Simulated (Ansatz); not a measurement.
**A self-consistent single point of NaCl (Fm-3m, 2 atoms in the cell) with Ansatz (a first-principles code)**

Computed with PBE (plane waves, PAW; Ansatz).

Input:

Ansatz 0.2 input:
```yaml
crystal:
  lattice:
    - [0.000000, 2.788197, 2.788197]
    - [2.788197, 0.000000, 2.788197]
    - [2.788197, 2.788197, 0.000000]
  atoms:
    - { symbol: Na, position: [0.000000, 0.000000, 0.000000] }
    - { symbol: Cl, position: [0.500000, 0.500000, 0.500000] }
basis:
  ecutwfc: 30.9 Ry
kpoints:
  mp_grid:
    grid: [5, 5, 5]
hamiltonian:
  xc: pbe
  pseudopotentials:
    kind: paw
scf:
  occupations:
    method: fixed
output:
  forces: true
  eigenvalues: true
  stress: true
```

Log, with long lists cut:

```
WARN ansatz: RAYON_NUM_THREADS=1 ignored (pool sized by the plan → 1); use --threads N
Pseudopotentials: kind: paw
Pseudopotential: Na, paw, valence charge 9
Pseudopotential: Cl, paw, valence charge 7
Crystal: 2 atoms, lattice volume = 43.351 Å³
Basis set: ecut = 420.4159175005146 eV, 869 PW (Γ), exchange–correlation on 54×54×54 points (8 copies of the dense FFT grid, shifted against one another)
Bands: 12, of which v1, the nominal top of the filled ones, is band 8 counted from 1 (7 counted from 0)
Symmetry: 48 space group operations
Space group: Fm-3m (ITA 225), of the structure as read, at distance tolerance 3.5e-5 Å
k-points: 10 of 125
Initial density: superposition of atomic densities (neutral atoms: chi_scale 0, normalization atom), corrected by the library's trained network
Initial wavefunctions: pseudopotential atomic-orbital guess
Eigensolver: davidson
Functional: x = pbe(κ = 0.804, μ = 0.2195149727645171), c = pbe(β = 0.06672455060314922)
SCF iter   1: F=—  HF=-2569.540333 eV  |F-HF|=—  |Δ(HF+E_count)|=         —  Δρ=1.05e-3  dr2=6.81e-4  ethr=1.77e-3  ⟨swp⟩=5.0  Hψ=614  notcnv=0  defer=15
all-band conjugate gradients solve this SCF's bands
preconditioner: auto → none
SCF iter   2: F=—  HF=-2569.540516 eV  |F-HF|=—  |Δ(HF+E_count)|=   1.83e-4  Δρ=1.18e-3  dr2=9.16e-4  ethr=4.25e-6  ⟨swp⟩=2.3  Hψ=298  notcnv=0  defer=18
SCF iter   3: F=—  HF=-2569.540271 eV  |F-HF|=—  |Δ(HF+E_count)|=   2.45e-4  Δρ=5.85e-4  dr2=2.36e-4  ethr=4.25e-6  ⟨swp⟩=2.1  Hψ=150  notcnv=0  defer=18
SCF iter   4: F=—  HF=-2569.540200 eV  |F-HF|=—  |Δ(HF+E_count)|=   7.09e-5  Δρ=2.35e-4  dr2=3.92e-5  ethr=1.47e-6  ⟨swp⟩=2.1  Hψ=138  notcnv=0  defer=8
SCF iter   5: F=—  HF=-2569.540218 eV  |F-HF|=—  |Δ(HF+E_count)|=   1.74e-5  Δρ=5.59e-5  dr2=2.13e-6  ethr=2.45e-7  ⟨swp⟩=2.0  Hψ=151  notcnv=0
SCF iter   6: F=—  HF=-2569.540217 eV  |F-HF|=—  |Δ(HF+E_count)|=   4.77e-7  Δρ=2.89e-5  dr2=5.85e-7  ethr=1.33e-8  ⟨swp⟩=1.5  Hψ=140  notcnv=0
SCF iter   7: F=-2569.540217 eV  HF=-2569.540217 eV  |F-HF|=2.52e-8  |Δ(HF+E_count)|=   1.85e-7  Δρ=7.26e-6  dr2=3.45e-8  ethr=6.25e-10  ⟨swp⟩=5.0  Hψ=586  notcnv=0
SCF 1 converged in 7 iterations: F = -2569.540217 eV  dr2 = 3.45e-8
SCF converged after 7 iterations
Free energy (F): -2569.540217 eV
Harris-Foulkes:  -2569.540217 eV  (|F-HF|=2.52e-8)
Internal energy: -2569.540217 eV  (E = F + TS)
E sigma→0 (E₀):  -2569.540217 eV
Fermi energy:    1.369925 eV
--- Per-component energies (eV) ---
  E_band       = -230.292616
  E_kinetic    = 283.479066
  E_local      = -1513.009454  (includes V_loc(G=0)·N_el)
  E_nonlocal   = 143.647438
  E_hartree    = 532.972502
  E_xc         = -147.248745
  E_vxc        = -173.599540  (∫ρ·V_xc dr)
  E_paw        = -922.549403  (= ΣΔE_a)
  E_vpaw       = -36.758256  (= ΣTr[D̂ρ^β])
  E_aug_tail   = 0.000073  (compensation charges beyond the density's cutoff)
  E_ewald      = -946.831695
  E_smearing   = -0.000000  (= −TS)
  E_closure    = -0.000000  (closes the sum)
  Σ components = -2569.540217   (vs F -2569.540217, Δ=0.00e0)
--- Forces (eV/Å), atoms counted from 1 ---
  atom   1  Na    -0.00000000    -0.00000000     0.00000000
  atom   2  Cl     0.00000000    -0.00000000    -0.00000000
  max |Σ_I F_I| component: 2.88e-30 eV/Å
--- Stress (GPa, compression-positive) ---
        1.745318       0.000000       0.000000
       -0.000000       1.745318      -0.000000
       -0.000000       0.000000       1.745318
  P = ⅓ Tr σ = 1.7453 GPa (17.453 kbar)
  The stress holds the Pulay correction. Without it, at fixed plane waves, as pw.x and ABINIT print it: P = 1.7417 GPa
--- Band table (eV; the first three rows and the last of 10) ---
  k-point 0: bands = ["-47.4764", "-19.3881", "-19.3881", "-19.3881", "-11.3649", "1.3699", "1.3699", "1.3699", "6.6117", "12.4326", "12.4326", "12.4326"]
  k-point 1: bands = ["-47.4761", "-19.4001", "-19.3889", "-19.3889", "-11.2422", "0.5295", "1.2683", "1.2683", "7.7146", "11.5406", "12.7651", "12.7651"]
  k-point 2: bands = ["-47.4756", "-19.4191", "-19.3903", "-19.3903", "-11.0325", "-0.5010", "1.1132", "1.1132", "8.6503", "11.9502", "12.4201", "12.4201"]
  k-point 9: bands = ["-47.4753", "-19.4095", "-19.4012", "-19.3961", "-10.9488", "-0.1315", "0.3618", "0.7542", "10.2905", "10.6743", "11.0966", "13.5655"]
```

The run converged in 7 iterations.

The starting cell comes from a database of computed structures (which also holds hypothetical and non-ambient phases and stackings), without a prior relaxation at this level. Its lattice was rescaled by a random factor within 2.5 % of one. Ansatz's pressure includes its estimate of the finite-basis (Pulay) stress.
